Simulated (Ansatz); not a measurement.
## Hypothetical diamond Fe, pressure series

The parent structure is Fe in the diamond structure (space group Fd-3m, No. 227; non-magnetic; a hypothetical phase, not in the database extracts checked).

```
CELL_PARAMETERS angstrom
      0.00000     2.43674     2.43674
      2.43674     0.00000     2.43674
      2.43674     2.43674     0.00000
ATOMIC_POSITIONS crystal
  Fe 0.25000 0.25000 0.25000
  Fe 0.00000 0.00000 0.00000
```

Cell and atoms are relaxed at each pressure.

Calculations: plane-wave PAW DFT at the PBE level (Ansatz, a first-principles code, 420 eV), no spin-orbit coupling.

Two rows of this table had their results exchanged by mistake.

```csv
pressure,volume per atom (Å³),shortest distance (Å),band gap
pressure −2 GPa,14.66,2.120,zero
pressure −1 GPa,14.56,2.115,zero
pressure 0.3 GPa,14.33,2.104,zero
pressure 0.7 GPa,14.40,2.107,zero
pressure 1.5 GPa,14.44,2.109,zero
pressure 3 GPa,14.20,2.097,zero
pressure 5 GPa,14.04,2.089,zero
pressure 7.5 GPa,13.85,2.080,zero
pressure 10 GPa,13.67,2.071,zero
```

Problem. Which two?

Solution. The rows for pressure 0.3 GPa and pressure 1.5 GPa: the volume has to fall steadily with pressure, so 14.44 Å³ belongs to pressure 0.3 GPa and 14.33 Å³ to pressure 1.5 GPa.

Load acts through the strain it causes; cell and atoms are relaxed under it. No phonon test of stability was made. Competing high-pressure phases were not computed. Seeded moments were not kept for the base. All final runs are without spin polarisation.
